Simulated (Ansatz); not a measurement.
A 16-atom cell of (Zr,Ta)C started in the rock salt structure, site fractions Zr 0.250, Ta 0.750, short-range order -0.11 in the first shell of the mixed sites (0 is random, a negative value favours unlike neighbours), space group Cmmm at the end, an ordered arrangement that its symmetry holds. The mixed sublattice has 8 sites.

The mixing enthalpy is taken against the end members in the rock salt type, relaxed in the same cell and mesh.

The numbers are results of PBE (plane waves to 420 eV, PAW; Ansatz, a first-principles code), not measurements. Scalar-relativistic, without spin–orbit coupling; the runs are not spin-polarised. Its k-point mesh 5×5×5, Fermi–Dirac width 0.05 eV.

```json
[
 {"cell": "ZrC", "energy at zero smearing (eV)": "-35491.949"},
 {"cell": "TaC", "energy at zero smearing (eV)": "-81475.167"},
 {"cell": "Ta3ZrC4", "energy at zero smearing (eV)": "-69979.668"}
]
```

Work out the mixing enthalpy per mixed site and the interaction parameter Ω of a regular solution.

With x = 6/8 of the second end member, ΔH = [-69979.668 − 2/8 × (-35491.949) − 6/8 × (-81475.167)] / 8 = -38 meV against the separate end members. Ω = ΔH / x(1 − x) = -204 meV.
